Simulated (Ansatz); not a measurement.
Start from GaN (space group P4_2/mnm, No. 136; a = 5.4704 Å, c = 3.1829 Å; a hypothetical phase, not in the database extracts checked).

It is then changed as follows: a hydrostatic pressure of 0.3 GPa.

Levels (all Ansatz, a program for electronic structure, PAW): PBEsol (420 eV, spin-orbit coupling left out); PBEsol+SOC (420 eV, noncollinear with spin-orbit coupling).

The geometry is relaxed with PBEsol.

| Property | Result |
|---|---|
| PBEsol lowest conduction level above the VBM at special points | Γ 1.88 eV; X 4.14 eV; A 4.35 eV; M 4.60 eV |
| PBEsol pressure | 3.0 kbar |
| PBEsol electron mass | 0.18 mₑ (at Γ) |

With PBEsol+SOC at the same geometry, the lowest conduction level above the VBM at special points changes from Γ 1.88 eV; X 4.14 eV; A 4.35 eV; M 4.60 eV to Γ 1.88 eV; X 4.14 eV; A 4.34 eV; M 4.60 eV; the valence-band top at Γ (three highest Kramers pairs, from the VBM) comes out as 0.00, -0.01, -0.12 eV; the pressure hardly moves (3.0 kbar against 2.7 kbar); the electron mass is still 0.18 mₑ (at Γ).

Single points use the geometry relaxed with PBEsol. Differences between runs with and without spin-orbit coupling are approximate. The levels and masses belong to the bands next to the band gap. Load acts through the strain it causes; cell and atoms are relaxed under it. Effective masses come from finite differences of ±0.01 Å⁻¹. Whether these cells are dynamically stable was not tested.
